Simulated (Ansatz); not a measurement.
## RbHgI3 in the cubic perovskite structure (space group Pm-3m, No. 221; a hypothetical phase, not in the database extracts checked)

```
CELL_PARAMETERS angstrom
      5.90297     0.00000     0.00000
      0.00000     5.90297     0.00000
      0.00000     0.00000     5.90297
ATOMIC_POSITIONS crystal
  Rb 0.00000 0.00000 0.00000
  Hg 0.50000 0.50000 0.50000
  I  0.00000 0.50000 0.50000
  I  0.50000 0.50000 0.00000
  I  0.50000 0.00000 0.50000
```

Method: Ansatz (an electronic-structure program), PBEsol, PAW, cutoff 420 eV, no SOC. Settings: 8×8×8 k-points, 0.05 eV Fermi–Dirac smearing.

- Volume per atom: 41.14 Å³
- Density: 5.38 g/cm³
- Band gap: zero
- Total energy: -7837.083 eV/atom (σ→0; compares only within this code and set-up)

No phonon test of stability was made. The final runs are not spin-polarised. Many cubic perovskites are stable only at high temperature; tilts and polar distortions were not tested. A zero or small gap of RbHgI3 can be the functional's error rather than a property of the material.
